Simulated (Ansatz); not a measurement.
Defect: interstitial N in hcp Ru, neutral cell. All values below come from PBE, PAW (plane waves to 420 eV; Ansatz, a quantum-chemistry and plane-wave program).

36-site cell at the relaxed PBE lattice, a 2×2×2 k-point mesh shifted by half a step along c, smearing 0.10 eV, spin-restricted, no finite-size correction. No zero-point or tunnelling terms. Sites that were not tried may lie lower. The start lies 0.20 eV above the lowest site run (PBE). The order of the sites in energy changes with the mesh.

Barriers: single points on a 4×4×4 k-point mesh shifted by half a step along c at the bands' geometries (they differ from the bands' own by up to 0.23 eV, and are uncertain by about as much).

Relaxed starting cell (atoms counted from 1):

```
CELL_PARAMETERS angstrom
      8.16420     0.00000     0.00000
     -4.08210     7.07041     0.00000
      0.00000     0.00000     8.58609
ATOMIC_POSITIONS crystal
  Ru 0.10033 0.23248 0.13783
  Ru 0.10612 0.22666 0.61643
  Ru 0.11313 0.55664 0.12316
  Ru 0.11010 0.55515 0.62403
  Ru 0.10041 0.86814 0.13780
  Ru 0.10609 0.87955 0.61636
  Ru 0.46464 0.23242 0.13777
  Ru 0.45327 0.22674 0.61634
  Ru 0.44504 0.55744 0.12218
  Ru 0.44467 0.55672 0.62546
  Ru 0.44501 0.88778 0.12221
  Ru 0.44469 0.88812 0.62544
  Ru 0.77611 0.21964 0.12317
  Ru 0.77766 0.22271 0.62401
  Ru 0.77609 0.55670 0.12315
  Ru 0.77766 0.55514 0.62401
  Ru 0.77536 0.88778 0.12217
  Ru 0.77610 0.88814 0.62549
  Ru 0.22175 0.11100 0.37926
  Ru 0.22188 0.11098 0.83442
  Ru 0.22556 0.44994 0.37540
  Ru 0.22109 0.44599 0.87155
  Ru 0.22553 0.77577 0.37534
  Ru 0.22107 0.77529 0.87152
  Ru 0.55703 0.10725 0.37533
  Ru 0.55751 0.11168 0.87150
  Ru 0.55704 0.44995 0.37534
  Ru 0.55752 0.44597 0.87149
  Ru 0.55512 0.77766 0.37448
  Ru 0.55514 0.77767 0.87399
  Ru 0.88288 0.10727 0.37539
  Ru 0.88689 0.11177 0.87156
  Ru 0.88846 0.44434 0.37547
  Ru 0.88847 0.44433 0.87562
  Ru 0.88287 0.77579 0.37534
  Ru 0.88682 0.77528 0.87153
  N  0.22173 0.11104 0.04947
```

End state 1 differs by these moves (Å; atoms that move under 0.08 Å are left out):

```csv
atom,element,Δx,Δy,Δz
1,Ru,0.13,0.04,-0.09
2,Ru,0.06,-0.03,0.05
5,Ru,0.10,0.09,-0.09
6,Ru,0.01,0.06,0.05
7,Ru,-0.09,-0.05,-0.09
17,Ru,-0.08,-0.05,0.05
20,Ru,0.09,0.06,0.31
32,Ru,-0.08,0.05,0.00
36,Ru,0.00,-0.09,0.00
37,N,-1.36,-0.79,-0.43
```

Task: What is the computed forward and backward barriers to end state 1 (PBE, PAW)?

Result: forward 0.93 eV, backward 1.12 eV; at the saddle point atom 37 has neighbours Ru at 1.83, 2 Ru at 1.85 Å. The saddle point's order was not checked, and it lies on a symmetry element of the cell, where a band can be held.
